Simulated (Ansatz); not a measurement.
**A self-consistent single point of LaPt₃ (P4mm, 4 atoms in the cell) with Ansatz (a first-principles code)**

Method of the run: LDA (PW92), default PAW files made with PBE (plane waves; Ansatz).

Input:

Ansatz 0.2 input:
```yaml
crystal:
  lattice:
    - [4.193358, 0.000000, 0.000000]
    - [0.000000, 4.193358, 0.000000]
    - [0.000000, 0.000000, 4.193358]
  atoms:
    - { symbol: La, position: [0.000000, 0.000000, 0.011924] }
    - { symbol: Pt, position: [0.000000, 0.500000, 0.500000] }
    - { symbol: Pt, position: [0.500000, 0.000000, 0.500000] }
    - { symbol: Pt, position: [0.500000, 0.500000, 0.000000] }
basis:
  ecutwfc: 30.9 Ry
kpoints:
  mp_grid:
    grid: [7, 7, 7]
hamiltonian:
  xc: lda
  pseudopotentials:
    kind: paw
scf:
  occupations:
    method: gaussian
    width: 0.0073 Ry
output:
  forces: true
  eigenvalues: true
  stress: true
```

Output, abridged:

```
WARN ansatz: RAYON_NUM_THREADS=1 ignored (pool sized by the plan → 1); use --threads N
Pseudopotentials: kind: paw
Pseudopotential: La, paw, valence charge 11
Pseudopotential: Pt, paw, valence charge 18
Crystal: 4 atoms, lattice volume = 73.737 Å³
Basis set: ecut = 420.4159175005146 eV, 1419 PW (Γ)
Bands: 39, of which v1, the nominal top of the filled ones, is band 33 counted from 1 (32 counted from 0)
Symmetry: 8 space group operations
Space group: P4mm (ITA 99), of the structure as read, at distance tolerance 4.2e-5 Å
k-points: 40 of 343 (time reversal used)
PAW frozen core: La, regenerated for the run's functional, and the local potential with it
PAW frozen core: Pt, regenerated for the run's functional, and the local potential with it
Initial density: superposition of atomic densities (neutral atoms: chi_scale 0, normalization atom), corrected by the library's trained network
Initial wavefunctions: pseudopotential atomic-orbital guess
Eigensolver: davidson
Functional: x = slater, c = lda
SCF iter   1: F=—  HF=-42814.301509 eV  |F-HF|=—  |Δ(HF+E_count)|=         —  Δρ=6.88e-3  dr2=2.67e-2  ethr=1.77e-3  ⟨swp⟩=4.7  Hψ=5672  notcnv=0
all-band conjugate gradients solve this SCF's bands
preconditioner: auto → Kerker (q_TF=auto, 2.672 Å⁻¹)
SCF iter   2: F=—  HF=-42814.296766 eV  |F-HF|=—  |Δ(HF+E_count)|=   4.74e-3  Δρ=3.32e-3  dr2=5.26e-3  ethr=4.11e-5  ⟨swp⟩=1.9  Hψ=2621  notcnv=0  defer=69
SCF iter   3: F=—  HF=-42814.295765 eV  |F-HF|=—  |Δ(HF+E_count)|=   1.00e-3  Δρ=4.30e-4  dr2=8.53e-5  ethr=8.09e-6  ⟨swp⟩=2.0  Hψ=2521  notcnv=0  defer=69
SCF iter   4: F=—  HF=-42814.295751 eV  |F-HF|=—  |Δ(HF+E_count)|=   1.43e-5  Δρ=7.38e-5  dr2=8.40e-6  ethr=1.31e-7  ⟨swp⟩=2.0  Hψ=2650  notcnv=0  defer=69
SCF iter   5: F=—  HF=-42814.295749 eV  |F-HF|=—  |Δ(HF+E_count)|=   2.18e-6  Δρ=2.24e-5  dr2=5.12e-7  ethr=1.29e-8  ⟨swp⟩=2.0  Hψ=2536  notcnv=0  defer=69
SCF iter   6: F=-42814.295749 eV  HF=-42814.295749 eV  |F-HF|=2.11e-8  |Δ(HF+E_count)|=   1.45e-7  Δρ=5.07e-6  dr2=3.32e-8  ethr=1.54e-10  ⟨swp⟩=10.5  Hψ=7062  notcnv=0
SCF 1 converged in 6 iterations: F = -42814.295749 eV  dr2 = 3.32e-8
SCF converged after 6 iterations
Free energy (F): -42814.295749 eV
Harris-Foulkes:  -42814.295749 eV  (|F-HF|=2.11e-8)
Internal energy: -42814.278983 eV  (E = F + TS)
E sigma→0 (E₀):  -42814.287366 eV
Entropy (-TS):   -0.016765 eV (-4.191 meV/atom)
Fermi energy:    18.870718 eV
--- Per-component energies (eV) ---
  E_band       = -538.636400
  E_kinetic    = 2115.248081
  E_local      = -5630.503902  (includes V_loc(G=0)·N_el)
  E_nonlocal   = 722.786512
  E_hartree    = 2134.073879
  E_xc         = -921.797178
  E_vxc        = -1058.562316  (∫ρ·V_xc dr)
  E_paw        = -32779.315922  (= ΣΔE_a)
  E_vpaw       = -955.754953  (= ΣTr[D̂ρ^β])
  E_aug_tail   = 0.000505  (compensation charges beyond the density's cutoff)
  E_ewald      = -8456.485283
  E_core_change = 1.714325  (= ΣΔE_core)
  E_smearing   = -0.016765  (= −TS)
  E_closure    = 0.000000  (closes the sum)
  Σ components = -42814.295749   (vs F -42814.295749, Δ=0.00e0)
--- Forces (eV/Å), atoms counted from 1 ---
  atom   1  La     0.00000000     0.00000000    -0.44275652
  atom   2  Pt     0.00000000     0.00000000     0.22470012
  atom   3  Pt     0.00000000     0.00000000     0.22470012
  atom   4  Pt    -0.00000000     0.00000000    -0.00664596
  max |Σ_I F_I| component: 2.23e-6 eV/Å
--- Stress (GPa, compression-positive) ---
       -6.455843       0.000000       0.000000
        0.000000      -6.455843       0.000000
        0.000000       0.000000      -6.457758
  P = ⅓ Tr σ = -6.4565 GPa (-64.565 kbar)
  The stress holds the Pulay correction. Without it, at fixed plane waves, as pw.x and ABINIT print it: P = -6.4835 GPa
--- Band table (eV; the first three rows and the last of 40) ---
  k-point 0: bands = ["-78.9826", "-78.9713", "-78.9694", "-33.1820", "-33.1820", "-33.1817", "-33.0997", "-33.0987", "-33.0987", "-33.0267", "-33.0267", "-33.0256", "-12.1346", "4.0499", "4.0507", "4.0507", "11.5265", "13.4415", "13.4430", [...]
  k-point 1: bands = ["-78.9821", "-78.9713", "-78.9698", "-33.1779", "-33.1779", "-33.1747", "-33.0999", "-33.0997", "-33.0997", "-33.0333", "-33.0299", "-33.0299", "-12.1265", "3.9086", "4.0329", "4.0329", "11.8210", "13.6306", "13.6634", [...]
  k-point 2: bands = ["-78.9808", "-78.9713", "-78.9711", "-33.1673", "-33.1673", "-33.1554", "-33.1027", "-33.1027", "-33.1005", "-33.0541", "-33.0375", "-33.0375", "-12.1080", "3.6160", "3.9936", "3.9936", "12.5816", "14.1501", "14.1533", [...]
  k-point 39: bands = ["-78.9755", "-78.9751", "-78.9726", "-33.2085", "-33.1745", "-33.1723", "-33.1720", "-33.0510", "-33.0490", "-33.0480", "-33.0286", "-33.0270", "-12.0693", "3.7324", "3.7698", "3.7704", "13.2556", "13.3301", "13.3310", [...]
```

The run converged in 6 iterations.

The starting cell comes from a database of computed structures (which also holds hypothetical and non-ambient phases and stackings), without a prior relaxation at this level. Its lattice was rescaled by up to half a per cent. One atom was moved a little off its site on purpose. Spin-orbit coupling is off. Spin polarisation is off. With a pressure of about -6 GPa the cell is away from its equilibrium volume at this level. Ansatz's pressure includes its estimate of the finite-basis (Pulay) stress.
